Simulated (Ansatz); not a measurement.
Consider InP in the zinc blende structure (space group F-43m, No. 216).

```cif
data_InP
_chemical_formula_sum 'In1 P1'
_space_group_name_H-M_alt 'P 1'
_space_group_IT_number 1
_cell_length_a 4.21402
_cell_length_b 4.21402
_cell_length_c 4.21402
_cell_angle_alpha 60.000
_cell_angle_beta 60.000
_cell_angle_gamma 60.000
loop_
_space_group_symop_operation_xyz
  'x, y, z'
loop_
_atom_site_label
_atom_site_type_symbol
_atom_site_fract_x
_atom_site_fract_y
_atom_site_fract_z
_atom_site_occupancy
In1 In 0.00000 0.00000 0.00000 1
P1 P 0.25000 0.25000 0.25000 1
```

Level of theory: Ansatz (a program for electronic structure), PBE, PAW, cutoff 420 eV, scalar-relativistic without spin-orbit coupling.

Strains are applied to the cell and any free atomic positions relax.

One change was made to it. Results:

The pressure goes from zero to 1.92 GPa; the hole mass (degenerate bands, along [100]) becomes 0.049, 0.45, 0.45 mₑ (at Γ) (base: 0.037, 0.46, 0.46 mₑ (at Γ)); the band gap increases by 0.165 eV (0.44 eV → 0.61 eV).

Name the change that was made.
(A) isotropic strain −2.00 %
(B) isotropic strain −1.00 %
(C) isotropic strain −1.50 %

B, isotropic strain −1.00 %. For comparison, the band gap in the other runs: isotropic strain −1.50 % gives 0.69 eV; isotropic strain −2.00 % gives 0.77 eV.

Effective masses come from finite differences of ±0.01 Å⁻¹. Whether these cells are dynamically stable was not tested.
